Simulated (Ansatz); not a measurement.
Given:

```xyz
2
Lattice="2.9928 0.0000 0.0000 0.0000 2.9928 0.0000 0.0000 0.0000 2.9928" Properties=species:S:1:pos:R:3 pbc="T T T"
Al     0.0000     0.0000     0.0000
Os     1.4964     1.4964     1.4964
```

Method: PBEsol with spin-orbit coupling, DFPT electron-phonon coupling, linearised Boltzmann equation (plane waves, PAW; Ansatz, a quantum-chemistry and plane-wave program). Condition of this run: spin-orbit coupling switched on. Geometry: relaxed with this functional, without spin-orbit coupling.

Task: What phonon-limited resistivity does this give at 300 K?

Result: 8.0 μΩ·cm.

Task: And the electrons' mean free path at that temperature?

Result: 8.1 nm, weighted by the current that each state carries. Wires not much wider than this gain resistivity from their walls.

A metal at this level (no band gap). Only scattering by harmonic phonons is included (no impurities, grain boundaries, electron-electron scattering or thermal expansion). Halving the electron mesh (20x20x20) moves the resistivity by up to 1 % at 300 K, the mean free path by up to 2 %. Smearing 0.20 eV; phonons on a 5x5x5 q mesh, which this run doesn't test.

Computed structure with no diffraction record at hand here (it may be known, metastable or hypothetical): OsAl (Pm-3m).
